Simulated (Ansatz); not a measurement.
Ansatz (a first-principles code) run on Mg (P6_3/mmc, 4 atoms in the cell): self-consistent single point.

Method of the run: revPBE, harder PAW files (source: ansatz) made with PBE (plane waves; Ansatz).

```
CELL_PARAMETERS angstrom
      3.25307     0.00000     0.00000
     -1.62654     2.81724     0.00000
      0.00000     0.00000    10.56651
ATOMIC_POSITIONS crystal
  Mg 0.00000 0.00000 0.00000
  Mg 0.00000 0.00000 0.50000
  Mg 0.33333 0.66667 0.25000
  Mg 0.66667 0.33333 0.75000
```

Reference input (self-consistent single point, DFT, revPBE, plane waves, harder PAW files (source: ansatz) made with PBE): basis.ecutwfc = 620 eV; kpoints.mp_grid.grid = 12 12 3; hamiltonian.xc = revpbe; hamiltonian.pseudopotentials = {kind: paw, source: ansatz}; scf.occupations.method = fermi_dirac; scf.occupations.width = 0.05 eV. This run's input differs from it in these lines:

Ansatz 0.2 input:
```diff
@@ -12,3 +12,3 @@
 basis:
-  ecutwfc: 620.0
+  ecutwfc: 370.0
 kpoints:
```

Log, with long lists cut:

```
SCF iter   1: F=—  HF=-7700.253676 eV  |F-HF|=—  |Δ(HF+E_count)|=         —  Δρ=2.02e-2  dr2=2.59e-1  ethr=3.10e-3  ⟨swp⟩=4.3  Hψ=3413  notcnv=0
all-band conjugate gradients solve this SCF's bands
preconditioner: auto → Kerker (q_TF=auto, 2.354 Å⁻¹)
SCF iter   2: F=—  HF=-7700.246023 eV  |F-HF|=—  |Δ(HF+E_count)|=   7.65e-3  Δρ=1.14e-2  dr2=1.18e-1  ethr=6.46e-4  ⟨swp⟩=3.0  Hψ=1915  notcnv=0
SCF iter   3: F=—  HF=-7700.259626 eV  |F-HF|=—  |Δ(HF+E_count)|=   1.36e-2  Δρ=3.55e-3  dr2=1.67e-2  ethr=2.95e-4  ⟨swp⟩=2.0  Hψ=1041  notcnv=0
SCF iter   4: F=—  HF=-7700.256703 eV  |F-HF|=—  |Δ(HF+E_count)|=   2.92e-3  Δρ=6.13e-4  dr2=1.69e-4  ethr=4.18e-5  ⟨swp⟩=3.0  Hψ=1567  notcnv=0
SCF iter   5: F=—  HF=-7700.256668 eV  |F-HF|=—  |Δ(HF+E_count)|=   3.51e-5  Δρ=5.74e-5  dr2=2.97e-6  ethr=4.23e-7  ⟨swp⟩=2.0  Hψ=1063  notcnv=0
SCF iter   6: F=—  HF=-7700.256682 eV  |F-HF|=—  |Δ(HF+E_count)|=   1.40e-5  Δρ=1.31e-5  dr2=2.08e-7  ethr=7.44e-9  ⟨swp⟩=2.6  Hψ=1593  notcnv=0
SCF iter   7: F=-7700.256682 eV  HF=-7700.256682 eV  |F-HF|=4.32e-9  |Δ(HF+E_count)|=   3.40e-9  Δρ=2.70e-6  dr2=6.31e-9  ethr=2.50e-10  ⟨swp⟩=5.2  Hψ=3404  notcnv=0
SCF 1 converged in 7 iterations: F = -7700.256682 eV  dr2 = 6.31e-9
Free energy (F): -7700.256682 eV
Internal energy: -7700.239736 eV  (E = F + TS)
E sigma→0 (E₀):  -7700.248209 eV
Entropy (-TS):   -0.016946 eV (-4.236 meV/atom)
Fermi energy:    5.222864 eV
--- Forces (eV/Å), atoms counted from 1 ---
  atom   1  Mg    -0.00000000     0.00000000     0.00000000
   [... zero for the other atoms too ...]
--- Stress (GPa, compression-positive) ---
       -0.925150      -0.000000       0.000000
        0.000000      -0.925150       0.000000
        0.000000       0.000000      -1.263741
  P = ⅓ Tr σ = -1.0380 GPa (-10.380 kbar)
  The stress holds the Pulay correction. Without it, at fixed plane waves, as pw.x and ABINIT print it: P = -38.1485 GPa
```

The run converged in 7 iterations. Against the reference run the free energy goes up by 808 meV/atom and the pressure goes from -0.79 to -1.04 GPa.

The starting cell comes from a database of computed structures (which also holds hypothetical and non-ambient phases and stackings), without a prior relaxation at this level. Its lattice was rescaled by a random factor within 2.5 % of one. Ansatz's pressure includes its estimate of the finite-basis (Pulay) stress. Without the estimate this run gives -38.15 GPa. The cutoff lies below the one recommended for these files.
